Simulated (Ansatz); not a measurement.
Tl2Se (model structure, started from the fluorite type, Fm-3m, No. 225, 3 atoms in the cell)

These are r²SCAN (PAW; Ansatz, a quantum-chemistry and plane-wave program) values and carry that method's errors.

Numerical settings: plane-wave cutoff 560 eV, 14×14×14 k mesh, Fermi–Dirac smearing 0.05 eV, scalar-relativistic PAW data made under PBE.

Cell (relaxed with PBEsol):

Space group Fm-3m (No. 225); a = b = c = 7.336 Å, α = β = γ = 90.00°

```json
[
 {"atom": "Se", "site": "4a", "symmetry": "m-3m", "x": "0.0000", "y": "0.0000", "z": "0.0000"},
 {"atom": "Tl", "site": "8c", "symmetry": "-43m", "x": "0.2500", "y": "0.2500", "z": "0.2500"}
]
```
(The calculation used a cell of 3 atoms; values per cell refer to that cell.)

```yaml
band_gap: 0.24 eV (on the SCF k mesh)
direct gap at Γ: 3.26 eV
```

Note: the relaxation could raise the start's symmetry but not lower it, so the cell can be a saddle point; cell and atoms aren't relaxed at this level (pressure 1.8 GPa).

Spin–orbit coupling is not included; it can close the smallest gap of 0.24 eV.

Computed values are for the static lattice.

Cost on a shared machine: very roughly 28 core-seconds.

A model structure was made by putting elements into a prototype or built by hand; it is no filed structure, need not be a known phase, and can be a saddle point held by its symmetry.
